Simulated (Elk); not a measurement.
A self-consistent single point of TaN2 (P-6m2, 3 atoms in the cell) with Elk.

Computed with PBEsol, all-electron FP-LAPW, Elk's shipped species files, APW+lo basis with extra local orbitals in Elk.

```
CELL_PARAMETERS angstrom
      3.11548     0.00000     0.00000
     -1.55774     2.69808     0.00000
      0.00000     0.00000     3.79377
ATOMIC_POSITIONS crystal
  Ta 0.66667 0.33333 0.50000
  N  0.00000 0.00000 0.81564
  N  0.00000 0.00000 0.18436
```

Reference input (self-consistent single point, DFT, LDA (PW92), all-electron FP-LAPW, Elk's shipped species files, APW+lo basis with extra local orbitals): rgkmax = 8; stype = 0; swidth = 0.00999582 Ha; ngridk = 10 10 7; gmaxvr = 14 1/bohr; nxlo = 2; lorbcnd = true; lmaxi = 3; maxscl = 100. This run's input differs from it in these lines:

```diff
@@ -2,2 +2,5 @@
   0
+
+xctype
+  22
```

Output, abridged:

```
│ Self-consistent loop started │
│ Loop number : 1 │
 total energy                :     -15729.4444498
│ Loop number : 2 │
 total energy                :     -15730.0783173
RMS change in Kohn-Sham potential (target) :    1.745652532     (  0.1000000000E-05)
Absolute change in total energy (target)   :   0.6338675076     (  0.1000000000E-03)
│ Loop number : 3 │
 total energy                :     -15729.1764907
RMS change in Kohn-Sham potential (target) :    1.710210870     (  0.1000000000E-05)
Absolute change in total energy (target)   :   0.7433596878     (  0.1000000000E-03)
│ Loop number : 4 │
   [... lines left out ...]
Absolute change in total energy (target)   :   0.4732209600E-03 (  0.1000000000E-03)
│ Loop number : 17 │
 total energy                :     -15730.7543027
RMS change in Kohn-Sham potential (target) :   0.5910046655E-06 (  0.1000000000E-05)
Absolute change in total energy (target)   :   0.1051970794E-03 (  0.1000000000E-03)
│ Loop number : 18 │
 total energy                :     -15730.7543113
RMS change in Kohn-Sham potential (target) :   0.5612764883E-07 (  0.1000000000E-05)
Absolute change in total energy (target)   :   0.1770394738E-04 (  0.1000000000E-03)
Convergence targets achieved

│ Loop number : 19 │

Energies :
 Fermi                       :     0.529230144106
 total energy                :     -15730.7543045

Density of states at Fermi energy :    44.52720423
 (states/Hartree/unit cell)

Estimated indirect band gap :   0.2597980709E-03
 from k-point     46 to k-point     75
Estimated direct band gap   :   0.1429283425E-01
 at k-point     22

Charges :
 core                        :    50.00000000
 valence                     :    37.00000000
 interstitial                :    5.160216207
 muffin-tins (core leakage)
  species :    1 (Ta)
   atom    1                 :    72.14643541     (  0.2419554264E-06)
  species :    2 (N)
   atom    1                 :    4.846674189     (  0.4457382577E-04)
   atom    2                 :    4.846674189     (  0.4457382577E-04)
 total in muffin-tins        :    81.83978379
 total calculated charge     :    86.97885475
 total charge                :    87.00000000
 error                       :   0.2114524655E-01

│ Self-consistent loop stopped │
```

The run converged in 19 iterations. The count includes the last loop, which Elk runs after its targets are met. 

The starting cell comes from a database of computed structures (which also holds hypothetical and non-ambient phases and stackings), without a prior relaxation at this level. Spin-orbit coupling is off. Spin polarisation is off. Values depend on the basis (sphere radii, cutoffs, local orbitals), which need not be converged. The log's line on a gap gives a spacing of levels on this mesh, which the program prints for metals too.

Cost on one core of a shared machine: roughly 5 min.
